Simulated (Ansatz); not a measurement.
A self-consistent single point of Mg₂Pd (I4mm, 3 atoms in the cell) with Ansatz (a quantum-chemistry and plane-wave program).

Level of theory: PBEsol, default PAW files made with PBE (plane waves; Ansatz).

The change in words: lattice scaled by 0.98; kpoints.mp_grid.grid: 14 14 14 → 22 22 22. Reference geometry:
```
Mg2Pd
1.0
   -1.62813     1.62813     5.06532
    1.62813    -1.62813     5.06532
    1.62813     1.62813    -5.06532
Mg Pd
2 1
Cartesian
  0.00000   0.00000   6.60675
  0.00000   0.00000   3.57388
  0.00000   0.00000   0.00000
```

Reference input (self-consistent single point, DFT, PBEsol, plane waves, default PAW files made with PBE): basis.ecutwfc = 420 eV; kpoints.mp_grid.grid = 14 14 14; hamiltonian.xc = pbesol; hamiltonian.pseudopotentials = {kind: paw} (the program's default PAW files); scf.occupations.method = fermi_dirac; scf.occupations.width = 0.1 eV. This run's input differs from it in these lines:

Ansatz 0.2 input:
```diff
@@ -3,5 +3,5 @@
   lattice:
-    - [-1.628125, 1.628125, 5.065316]
-    - [1.628125, -1.628125, 5.065316]
-    - [1.628125, 1.628125, -5.065316]
+    - [-1.595562, 1.595562, 4.964010]
+    - [1.595562, -1.595562, 4.964010]
+    - [1.595562, 1.595562, -4.964010]
   atoms:
@@ -13,3 +13,3 @@
 kpoints:
-  mp_grid: { grid: [14, 14, 14] }
+  mp_grid: { grid: [22, 22, 22] }
 hamiltonian:
```

Output (repeated stretches shortened):

```
SCF iter   1: F=—  HF=-10732.242190 eV  |F-HF|=—  |Δ(HF+E_count)|=         —  Δρ=5.22e-3  dr2=1.15e-2  ethr=1.77e-3  ⟨swp⟩=5.0  Hψ=77304  notcnv=0
all-band conjugate gradients solve this SCF's bands
preconditioner: auto → Kerker (q_TF=auto, 2.602 Å⁻¹)
SCF iter   2: F=—  HF=-10732.239835 eV  |F-HF|=—  |Δ(HF+E_count)|=   2.36e-3  Δρ=1.59e-3  dr2=1.66e-3  ethr=3.02e-5  ⟨swp⟩=2.6  Hψ=39240  notcnv=0
SCF iter   3: F=—  HF=-10732.239534 eV  |F-HF|=—  |Δ(HF+E_count)|=   3.00e-4  Δρ=8.53e-4  dr2=5.87e-4  ethr=4.36e-6  ⟨swp⟩=1.0  Hψ=19208  notcnv=0
SCF iter   4: F=—  HF=-10732.239405 eV  |F-HF|=—  |Δ(HF+E_count)|=   1.29e-4  Δρ=3.42e-4  dr2=1.47e-4  ethr=1.55e-6  ⟨swp⟩=1.1  Hψ=19257  notcnv=0
SCF iter   5: F=—  HF=-10732.239363 eV  |F-HF|=—  |Δ(HF+E_count)|=   4.23e-5  Δρ=5.73e-5  dr2=3.23e-6  ethr=3.86e-7  ⟨swp⟩=2.4  Hψ=25620  notcnv=0
SCF iter   6: F=—  HF=-10732.239353 eV  |F-HF|=—  |Δ(HF+E_count)|=   9.87e-6  Δρ=9.24e-6  dr2=6.47e-8  ethr=2.63e-10  ⟨swp⟩=4.4  Hψ=84395  notcnv=0
SCF iter   7: F=-10732.239353 eV  HF=-10732.239353 eV  |F-HF|=3.23e-9  |Δ(HF+E_count)|=   7.69e-9  Δρ=2.60e-6  dr2=4.77e-9  ethr=1.70e-10  ⟨swp⟩=2.5  Hψ=62792  notcnv=0
SCF 1 converged in 7 iterations: F = -10732.239353 eV  dr2 = 4.77e-9
Free energy (F): -10732.239353 eV
Internal energy: -10732.205346 eV  (E = F + TS)
E sigma→0 (E₀):  -10732.222349 eV
Entropy (-TS):   -0.034008 eV (-11.336 meV/atom)
Fermi energy:    11.158158 eV
--- Forces (eV/Å), atoms counted from 1 ---
  atom   1  Mg     0.00000000     0.00000000    -0.19190725
  atom   2  Mg    -0.00000000    -0.00000000     0.09471499
  atom   3  Pd    -0.00000000     0.00000000     0.09718214
--- Stress (GPa, compression-positive) ---
        3.064036       0.000000       0.000000
        0.000000       3.064036      -0.000000
        0.000000       0.000000       2.152120
  P = ⅓ Tr σ = 2.7601 GPa (27.601 kbar)
  The stress holds the Pulay correction. Without it, at fixed plane waves, as pw.x and ABINIT print it: P = 2.7442 GPa
```

The run converged in 7 iterations. Against the reference run the free energy goes up by 1.4 meV/atom, the pressure goes from -2.02 to 2.76 GPa and the largest force goes from 0.358 to 0.192 eV/Å.

The starting cell comes from a database of computed structures (which also holds hypothetical and non-ambient phases and stackings), without a prior relaxation at this level. Its lattice was rescaled by up to half a per cent. One atom was moved a little off its site on purpose. For this run, on top of that: lattice scaled by 0.98. Spin polarisation is off. Ansatz's pressure includes its estimate of the finite-basis (Pulay) stress.

Cost on one core of a shared machine: roughly 60 s.
